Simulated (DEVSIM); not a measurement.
Device: Schottky contact on n-type Si, at 350 K.

```tsv
layer (left to right)	material	thickness (μm)	Nd (cm⁻³)	τn (s)	τp (s)
1	Si	16.0	8.4e15	5.4e-7	5.4e-7
```

Left contact: Schottky, work function 4.72 eV, emission velocity 5.8e6 cm/s. Right contact: ohmic. Voltage is applied to the left contact. Recombination: SRH at mid-gap, radiative, Auger. Gap narrowing is on: ΔEg = 6.92 meV × (l + √(l² + 0.5)), l = ln(N/1.3e17 cm⁻³), shared equally by both band edges. Mobility is μmin + (μ − μmin)/(1 + (N/Nref)^α).

Constants are typed, rounded textbook-type inputs, not results; the design itself was drawn at random and stands for no fabricated device. Values at 300 K; Nc and Nv go as T^1.5, mobilities as T to minus their exponent, the gap by Varshni's rule with the affinity fixed.

```tsv
parameter	Si
gap (eV)	1.124
affinity (eV)	4.05
permittivity	11.7
Nc (cm⁻³)	2.86e19
Nv (cm⁻³)	3.1e19
μn (cm²/Vs)	1417
μp (cm²/Vs)	470
μn,min	52
μp,min	45
Nref,n	9.7e16
Nref,p	2.2e17
αn	0.68
αp	0.72
T exponent of μn	2.3
T exponent of μp	2.2
B (cm³/s)	4.7e-15
Cn (cm⁶/s)	2.8e-31
Cp (cm⁶/s)	9.9e-32
Varshni α (eV/K)	0.000473
Varshni β (K)	636
```

Simulated with DEVSIM: 1D drift-diffusion, Boltzmann statistics, complete ionisation; no tunnelling, impact ionisation, image-force lowering or self-heating. Metal contacts follow the ideal Schottky-Mott rule: no Fermi-level pinning, no interface dipoles.

The metal work function was swept, all else fixed.

```
metal work function (eV)  largest field in the device at zero bias (V/cm)  dark forward voltage at 100 A/cm² (V)  potential step across the device at zero bias (V)
------------------------  -----------------------------------------------  -------------------------------------  -------------------------------------------------
4.57                                                                25000                                  0.291                                              0.267
4.62                                                                27000                                  0.341                                              0.317
4.67                                                                30000                                  0.391                                              0.367
4.72                                                                32000                                  0.440                                              0.417
4.77                                                                34000                                  0.490                                              0.467
4.82                                                                36000                                  0.540                                              0.517
4.87                                                                38000                                  0.589                                              0.567
4.92                                                                40000                                  0.635                                              0.617
```

From the first row to the last the largest field in the device at zero bias goes from 25000 to 40000. From the first row to the last the dark forward voltage at 100 A/cm² goes from 0.291 to 0.635.
